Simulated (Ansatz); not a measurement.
Consider interstitial B in 2H silicon carbide, charge state +1. Computed with PBE, PAW (plane waves to 420 eV; Ansatz, a quantum-chemistry and plane-wave program).

Cell of 72 host sites held at the relaxed PBE lattice; the Γ point alone; Fermi-Dirac width 0.01 eV, spin-restricted; finite-size errors left in. No zero-point or tunnelling terms. The host's phase is taken as given; its stability against other phases was not computed. The charge state is imposed; whether it is stable for some Fermi level was not computed. Sites that were not tried may lie lower.

Barriers: single points on a 2×2×2 k-point mesh shifted by half a step along c at the bands' geometries (they differ from the bands' own by up to 0.08 eV, and are uncertain by about as much).

Relaxed starting cell (atoms counted from 1):

```
CELL_PARAMETERS angstrom
      9.27650     0.00000     0.00000
     -4.63825     8.03368     0.00000
      0.00000     0.00000    10.14789
ATOMIC_POSITIONS crystal
  Si 0.21546 0.10811 0.24460
  Si 0.22316 0.11195 0.75148
  Si 0.22238 0.44526 0.24694
  Si 0.22349 0.44749 0.75155
  Si 0.22237 0.77787 0.24694
  Si 0.22349 0.77675 0.75155
  Si 0.55569 0.11190 0.24807
  Si 0.55549 0.11148 0.75167
  Si 0.55570 0.44455 0.24807
  Si 0.55549 0.44476 0.75167
  Si 0.55499 0.77787 0.24694
  Si 0.55275 0.77675 0.75155
  Si 0.89214 0.10811 0.24459
  Si 0.88829 0.11195 0.75147
  Si 0.88835 0.44455 0.24807
  Si 0.88876 0.44476 0.75167
  Si 0.89214 0.78479 0.24460
  Si 0.88829 0.77709 0.75148
  Si 0.11160 0.22370 0.99777
  Si 0.11814 0.23678 0.50709
  Si 0.11148 0.55612 0.99996
  Si 0.11150 0.55613 0.50058
  Si 0.11160 0.88865 0.99777
  Si 0.11814 0.88211 0.50709
  Si 0.44520 0.22298 0.00091
  Si 0.44888 0.22482 0.50311
  Si 0.44413 0.55612 0.99996
  Si 0.44412 0.55613 0.50058
  Si 0.44413 0.88877 0.99996
  Si 0.44412 0.88874 0.50058
  Si 0.77727 0.22298 0.00090
  Si 0.77543 0.22482 0.50311
  Si 0.77727 0.55504 0.00091
  Si 0.77543 0.55137 0.50311
  Si 0.77654 0.88865 0.99777
  Si 0.76346 0.88211 0.50709
  C  0.20662 0.10369 0.43344
  C  0.22246 0.11161 0.93809
  C  0.22358 0.44767 0.43706
  C  0.22273 0.44596 0.93785
  C  0.22358 0.77666 0.43706
  C  0.22273 0.77752 0.93785
  C  0.55503 0.11056 0.43808
  C  0.55513 0.11076 0.93910
  C  0.55503 0.44522 0.43808
  C  0.55513 0.44512 0.93910
  C  0.55257 0.77666 0.43706
  C  0.55428 0.77752 0.93785
  C  0.89656 0.10368 0.43344
  C  0.88864 0.11161 0.93808
  C  0.88968 0.44522 0.43808
  C  0.88949 0.44512 0.93910
  C  0.89656 0.79362 0.43344
  C  0.88864 0.77779 0.93809
  C  0.11279 0.22610 0.18454
  C  0.11147 0.22345 0.69028
  C  0.11115 0.55595 0.18829
  C  0.11080 0.55577 0.68819
  C  0.11280 0.88746 0.18454
  C  0.11147 0.88877 0.69027
  C  0.44393 0.22234 0.18916
  C  0.44489 0.22282 0.68911
  C  0.44429 0.55595 0.18829
  C  0.44447 0.55577 0.68819
  C  0.44429 0.88910 0.18829
  C  0.44447 0.88945 0.68819
  C  0.77790 0.22235 0.18916
  C  0.77743 0.22282 0.68910
  C  0.77791 0.55632 0.18915
  C  0.77743 0.55536 0.68911
  C  0.77415 0.88746 0.18454
  C  0.77680 0.88877 0.69028
  B  0.99991 0.00033 0.40120
```
Cell charge +1.

End state 1 differs by these moves (Å; atoms that move under 0.08 Å are left out):

```
atom  element     Δx     Δy     Δz
----  -------  -----  -----  -----
13         Si  -0.03   0.16  -0.04
17         Si   0.12  -0.10  -0.04
20         Si   0.03  -0.11  -0.07
24         Si  -0.08   0.08  -0.07
36         Si  -0.06  -0.04   0.06
37          C   0.12   0.07   0.06
71          C   0.03   0.01   0.20
73          B  -0.80  -0.46  -0.50
```

Task: What forward and backward barriers to end state 1 does PBE, PAW give?

Result: forward 0.41 eV, backward 0.079 eV; at the saddle point atom 73 has neighbours 2 C at 1.63, C at 2.08; Si at 2.02, 2 Si at 2.06 Å. The saddle point's order was not checked, and it lies on a symmetry element of the cell, where a band can be held.
